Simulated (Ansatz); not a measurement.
The parent structure is MoS₂ in the 3R-MoS2 type structure (space group R3m, No. 160; layered, stacked along the Cartesian z axis).

```
CELL_PARAMETERS angstrom
      1.55780     0.89940     5.78545
     -1.55780     0.89940     5.78545
      0.00000    -1.79879     5.78545
ATOMIC_POSITIONS crystal
  Mo 0.00004 0.00004 0.00004
  S  0.75647 0.75647 0.75647
  S  0.57679 0.57679 0.57679
```

Cartesian axes are those of the cell as printed.

Perturbation: uniaxial strain ε_xx = +1.05 %, all other strain components held at zero; the atoms relax in the strained cell.

The values are results of PBEsol-D3(BJ) in Ansatz (plane waves to 420 eV, PAW, scalar-relativistic without spin-orbit coupling), not measurements.

Task: Give the band edges at the high-symmetry points of the new zone, measured from its valence-band maximum.

Result: 
```tsv
point	valence edge (eV)	conduction edge (eV)
Γ	-0.92	1.70
C	-1.01	0.82
C₂	-1.01	0.82
Y₂	-1.59	1.37
M₂	-1.79	1.46
D	-1.03	0.83
D₂	-1.03	0.83
A	0.00	1.87
L₂	-1.62	1.36
V₂	-1.71	1.45
```

The gap is 0.52 eV, indirect, A → Γ–C (56 % along).

Whether these cells are dynamically stable was not tested. k-point labels follow each cell's own Brillouin zone.

Ansatz is a program for electronic structure.
